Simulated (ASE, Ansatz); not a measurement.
composition CaAl2(SiO4)2, cell Ca6Al12Si12O48, held well above this temperature first [in the CHGNet run: some atoms moved, others hardly; mean temperature 2274 K (target 2290 K); density 2.42 g/cm³, volume +5 % from the start cell's], 2290 K. 6 frames were taken from MD with the machine-learned potential CHGNet 0.3.0 in ASE and computed both with PBE run with Ansatz (a first-principles code) and with the machine-learned potential CHGNet 0.3.0.

```
Item                                              Result
-----------------  -------------------------------------
plane-wave cutoff                                 420 eV
k-points                                          Γ only
Fermi-Dirac width                               0.197 eV
spin               not polarised; no spin-orbit coupling
```

The cell was prepared with CHGNet: 80 FIRE steps from the random lattice; melt: 1200 steps of 1.0 fs, 3111 K, NVT (Langevin); cool: 300 steps of 1.0 fs, 3111 to 2290 K, NVT (Langevin); cool: 400 steps of 1.0 fs, 2290 K, Langevin with a Berendsen-type barostat every 10 steps; settle: 800 steps of 1.0 fs, 2290 K, Langevin with a Berendsen-type barostat every 10 steps; hold: 300 steps, 2290 K, NVT (Langevin) at the mean cell. The atoms began on random sites, so units and networks may differ from a laboratory melt's. On the run's last frame a denser k-mesh moved the forces by 0.023 eV/Å rms, the static pressure by -0.04 GPa and the free energy by -1 meV/atom, which is about how far such values are converged.

Question: How well does the machine-learned potential reproduce the DFT forces, energies and pressure here?

Answer: 
| Quantity | Value |
|---|---|
| rms force component in DFT | 2.11 eV/Å |
| rms force difference, CHGNet less DFT | 0.263 eV/Å |
| relative force difference | 12 % |
| slope of CHGNet against DFT forces | 0.98 |
| rms difference of relative energies | 4.3 meV/atom |
| spread of DFT energies over the frames | 14.0 meV/atom |
| static pressure, CHGNet less DFT | -0.58 GPa |
| force difference by element | Al 0.314, Ca 0.236, O 0.225, Si 0.350 eV/Å |
Forces are off by 12 % of their rms size. The potential was trained on another code's PBE and PBE+U relaxation paths of database crystals (MPtrj), so part of the difference is that of settings: a denser k-mesh moves the DFT forces of one frame by 0.023 eV/Å rms and its pressure by -0.04 GPa.
